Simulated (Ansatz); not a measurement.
Start from AgCl in the rock salt structure (space group Fm-3m, No. 225; a = 5.4475 Å).

One thing is altered: an isotropic linear strain of +1.00 %, atoms relaxed at fixed cell.

Method: Ansatz (a first-principles code), PBEsol, PAW, cutoff 420 eV, no spin-orbit coupling.

Base, band edges from the VBM (valence, conduction): X -2.02, 2.13; W -1.35, 4.16; L 0.00, 3.87; Γ -2.56, 0.72; K -1.18, 3.45; U -1.18, 3.45 eV.

Problem. Give the band edges at the high-symmetry points of the new zone, measured from its valence-band maximum.

Solution. 
```csv
point,valence edge (eV),conduction edge (eV)
Γ,-2.43,0.73
X,-1.95,2.19
U,-1.11,3.46
K,-1.11,3.46
L,0.00,3.96
W,-1.27,4.12
```

The gap is 0.73 eV, indirect, L → Γ.

Whether these cells are dynamically stable was not tested.
